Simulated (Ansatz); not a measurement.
**Cu3N under a change: biaxial strain −2.50 %, plane normal [111], relaxed out of plane**

Take Cu$_{3}$N (space group Pm-3m, No. 221; a = 3.7649 Å) as the base. Axes: x, y, z lie along the cube axes.

The change: biaxial strain −2.50 %, plane normal [111], relaxed out of plane (Cartesian); in-plane vectors clamped, the third vector and the atoms free.

The values are results of Ansatz (a program for electronic structure), PBEsol, PAW, cutoff 420 eV, scalar-relativistic without spin-orbit coupling, not measurements. Γ-centred 12×12×12 mesh, Fermi–Dirac width 0.05 eV.

The volume per atom drops by 0.18 Å³ to 13.16 Å³ and the space group changes from Pm-3m (No. 221) to R-3m (No. 166). The energy increases by 5.5 meV/atom and the band gap is still zero. The out-of-plane strain amounts to +3.80 % (rough) and the mean in-plane stress (compression positive) amounts to +2.7 GPa (rough).

Cost of the whole job for the changed cell (relaxation, final SCF and bands): around 80 core-seconds (rough).

Without a gap, meshes like the base's 12×12×12 leave anisotropic stresses uncertain by several tenths of a GPa, and small strain energies with them. Stability against distortions was not tested. All final runs are without spin polarisation. Gaps under 0.05 eV, about the width of the smearing, are given as zero. A zero or small gap of Cu3N can be the functional's error rather than a property of the material.
